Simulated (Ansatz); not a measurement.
For WS₂ (R3m, No. 160; start mp-9813; another space group than a measured phase of this formula), LDA (Ansatz, an electronic-structure program, plane waves, PAW) gives:

- lattice parameter a: 3.130 Å
- c axis length: 18.181 Å

Task: What does PBEsol (plane waves, PAW; Ansatz) give for the same quantities?

Result: 
- lattice constant a: 3.147 Å (increases by 0.5 %)
- lattice parameter c: 19.135 Å (rises by 5.2 %)

Changes are worked out from the printed values.

Unless a cell is named, each level is at its own relaxed cell (LDA 17.14, PBEsol 18.24 Å³/atom).

Levels without +SOC leave out spin–orbit coupling, which shifts energies and cells of such heavy elements.

Caveats: the relaxation could not lower the start's symmetry, so the cell can be a saddle point above a distorted one (LDA, PBEsol). Ansatz's density-functional and Hartree–Fock values are scalar-relativistic unless marked +SOC, with PAW data made under PBE.

A start named mp-… is a Materials Project structure, which can be a computed phase never made.
